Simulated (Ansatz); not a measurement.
Take ZnCu₂SnS₄ (space group I-4, No. 82; a = 5.374 Å, c = 10.755 Å) as the base. Axes: x, y, z lie along a, b, c of the conventional cell.

Method: PBEsol/PAW in Ansatz (an electronic-structure program), no spin-orbit coupling.

Strains are applied to the cell and any free atomic positions relax.

One change was made to it. Results:

```tsv
quantity	base	after
energy relative to the base (free energy F)	0 meV/atom	+3.3 meV/atom
pressure (mean of the normal stresses, compression positive)	-0.01 GPa	1.90 GPa
shortest interatomic distance	2.271 Å	2.253 Å
```

Question: Which of these changes matches the shifts?
A) uniaxial strain ε_xx = −1.50 %
B) uniaxial strain ε_xx = −2.25 %
C) uniaxial strain ε_xx = −0.75 %

Answer: B, uniaxial strain ε_xx = −2.25 %. For comparison, the energy relative to the base in the other runs: uniaxial strain ε_xx = −0.75 % gives +0.4 meV/atom; uniaxial strain ε_xx = −1.50 % gives +1.4 meV/atom.

Whether these cells are dynamically stable was not tested. The final runs are not spin-polarised.
